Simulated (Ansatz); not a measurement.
SnO, response to strain

Base system: SnO (space group P4/nmm, No. 129; layered, stacked along the Cartesian z axis; relaxed with 0.1 eV smearing).

```xyz
4
Lattice="3.7685 0.0000 0.0000 0.0000 3.7685 0.0000 0.0000 0.0000 4.5571" Properties=species:S:1:pos:R:3 pbc="T T T"
Sn     1.8843     0.0000     1.1567
Sn     0.0000     1.8843     3.4004
O      0.0000     0.0000     0.0000
O      1.8843     1.8843     0.0000
```

Cartesian axes are those of the cell as printed.

Strains are applied to the cell and any free atomic positions relax; under biaxial strain the out-of-plane vector relaxes too.

Calculations: plane-wave PAW DFT at the PBEsol-D3(BJ) level (Ansatz, an electronic-structure program, 420 eV), spin-orbit coupling left out.

Notes on the quantities. pressure: mean of the normal stresses, compression positive.

```csv
variant,pressure,shortest interatomic distance
base,0.0 GPa,2.211 Å
"biaxial strain +0.28 %, plane normal [001], relaxed out of plane",-0.3 GPa,2.213 Å
"biaxial strain +2.70 %, plane normal [001], relaxed out of plane",-2.9 GPa,2.235 Å
isotropic strain +3.43 %,-4.8 GPa,2.249 Å
uniaxial strain ε_yy = +1.24 %,-0.8 GPa,2.213 Å
uniaxial strain ε_zz = −5.98 %,2.9 GPa,2.201 Å
```

Stability against distortions was not tested. All final runs are without spin polarisation.
